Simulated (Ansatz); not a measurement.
Terminations of the (000-1) surface of wurtzite CdS (S plane on top), measured from the surface '2x2 with 2 H on 4 top atoms'. Atoms come from or go to: Cd: hcp Cd, F: ½ F2(g), H: ½ H2(g), S: ⅛ S8(g). ΔE is the energy of forming the row's surface from that one (negative: more stable at these reservoirs); the vacuum level's shift is aligned on the shared bottom. No zero-point or thermal terms. These are constructed structures in small cells; real faces may alloy, dewet or reconstruct in larger ones, and not all known structures of the face are among them. Slabs of about 14 Å with all that they carry, Fermi-Dirac smearing of 0.025 eV. Bottom of the slabs: H caps. Relaxed from the named starts with such symmetry as they have, on meshes of like density; energies extrapolated to zero smearing; no spin-orbit coupling, no U. Spin-polarised runs, if any, are marked in brackets, and their order is one that fits the cell; the others ran without spin. Where a second, spin-polarised start was run, the lower counts. A dash marks a value that is undefined for that row (no clear gap, or no work function of a gapped slab) or was not read reliably on its mesh.

The numbers are results of PBE (plane waves to 420 eV, PAW; Ansatz, a program for electronic structure), not measurements.

```json
[
 {"surface": "2x2 S vacancy", "atoms added per 1x1": "-0.5 H, -0.25 S", "ΔE per 1x1 (eV)": "0.47", "slab gap (eV)": "1.50", "shift of the vacuum level (eV)": "0.94", "work function (eV)": "–"},
 {"surface": "H on every top atom (like top atoms buckled by 0.8 Å)", "atoms added per 1x1": "+0.5 H", "ΔE per 1x1 (eV)": "0.72", "slab gap (eV)": "–", "shift of the vacuum level (eV)": "-1.12", "work function (eV)": "–"},
 {"surface": "SH on every top atom (like top atoms buckled by 0.6 Å)", "atoms added per 1x1": "+0.5 H, +1 S", "ΔE per 1x1 (eV)": "0.75", "slab gap (eV)": "–", "shift of the vacuum level (eV)": "0.88", "work function (eV)": "–"},
 {"surface": "2x2 with 2 F on 4 top atoms", "atoms added per 1x1": "+0.5 F, -0.5 H", "ΔE per 1x1 (eV)": "-0.48", "slab gap (eV)": "1.52", "shift of the vacuum level (eV)": "1.18", "work function (eV)": "–"},
 {"surface": "Cd trimer, 2x2", "atoms added per 1x1": "+0.75 Cd, -0.5 H", "ΔE per 1x1 (eV)": "(withheld)", "slab gap (eV)": "–", "shift of the vacuum level (eV)": "-0.71", "work function (eV)": "4.14"}
]
```

Question: Complete the blanks.

Answer: 
- Cd trimer, 2x2, ΔE per 1x1 (eV): 0.51
